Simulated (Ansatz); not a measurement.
Base system: InAs in the zinc blende structure (space group F-43m, No. 216).

```yaml
crystal:
  lattice:
    - [0.00000, 3.05478, 3.05478]
    - [3.05478, 0.00000, 3.05478]
    - [3.05478, 3.05478, 0.00000]
  atoms:
    - { symbol: In, position: [0.00000, 0.00000, 0.00000] }
    - { symbol: As, position: [0.25000, 0.25000, 0.25000] }
```

Cartesian axes are those of the cell as printed.

Method: r2SCAN (Ansatz, a first-principles code, PAW, no spin-orbit coupling).

Base values:

The pressure comes out as 0.00 GPa and the valley order is Γ 0.08 eV; L along ⟨111⟩ 1.25 eV.

One thing is altered: compressive biaxial strain of 1.00 % in the plane normal to [001], as in epitaxy on a mismatched substrate; the out-of-plane cell vector and the atoms relax.

Task: What does the calculation give for the pressure after the change?

Result: The pressure (mean of the normal stresses, compression positive) goes from zero to 0.54 GPa.

Task: What happens to the valley order?

Result: The valley order (the lowest conduction-band minima on the path, energy above the VBM, named in the base's zone) changes from Γ 0.08 eV; L along ⟨111⟩ 1.25 eV to Γ 0.09 eV; L along [111] 1.23 eV.

Task: What does the calculation give for the energy relative to the base after the change?

Result: The energy goes up by 1.4 meV/atom.

The levels and masses belong to the bands next to the band gap. No phonon test of stability was made.
